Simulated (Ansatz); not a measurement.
These are PBE (plane waves to 420 eV, PAW; Ansatz, an electronic-structure program) values and carry that method's errors.

Electrostatic potential energy of an electron, averaged over planes parallel to the surface, in eV from the Fermi level, for H2O on the 1x1 (111) surface of fcc Ag, one in a 2x2 cell, started at the site 'hollow Ag-Ag-Ag over Ag at depth 4.7 Å':

(z (Å), V (eV)): (5.30, 4.43); (5.59, 4.43); (5.89, 4.43); (6.18, 4.42); (6.48, 4.42); (6.77, 4.40); (7.07, 4.37); (7.36, 4.31); (7.66, 4.19); (7.95, 3.92); (8.24, 3.36); (8.54, 2.13); (8.83, -1.05); (9.13, -6.27); (9.42, -10.61); (9.72, -12.03); (10.01, -10.00); (10.31, -5.39); (10.60, -0.65); (10.89, 0.93); (11.19, -1.09); (11.48, -5.99); (11.78, -10.42); (12.07, -12.11); (12.37, -10.36); (12.66, -5.88); (12.96, -1.01); (13.25, 0.88); (13.54, -0.99); (13.84, -5.86); (14.13, -10.34); (14.43, -12.10); (14.72, -10.43); (15.02, -6.01); (15.31, -1.11); (15.61, 0.92); (15.90, -0.68); (16.19, -5.42); (16.49, -10.02); (16.78, -12.03); (17.08, -10.61); (17.37, -6.28); (17.67, -1.09); (17.96, 2.05); (18.26, 3.21); (18.55, 3.60); (18.84, 3.45); (19.14, 2.16); (19.43, 0.06); (19.73, 0.02); (20.02, 2.03); (20.32, 3.52); (20.61, 3.96); (20.91, 4.12); (21.20, 4.17); (21.49, 4.20); (21.79, 4.21); (22.08, 4.21); (22.38, 4.21); (22.67, 4.21); (22.97, 4.21); (23.26, 4.21); (23.56, 4.21); (23.85, 4.21)

Model: 19-atom slab, 7.1 Å thick at the start under the adsorbate (thin: gaps and levels are the slab's own), 6x6x1 mesh, Fermi-Dirac 0.1 eV, dipole correction, 8 atoms held, the rest relaxed; no symmetry held; no spin, no spin-orbit, no U, no dispersion correction. At the end no host atom lies within bonding distance. In PBE it is, or lies within 0.03 eV of, the lowest of the starts that converged.

The vacuum level lies 4.21 eV above the Fermi level over the top face and 4.43 eV above it under the bottom face.
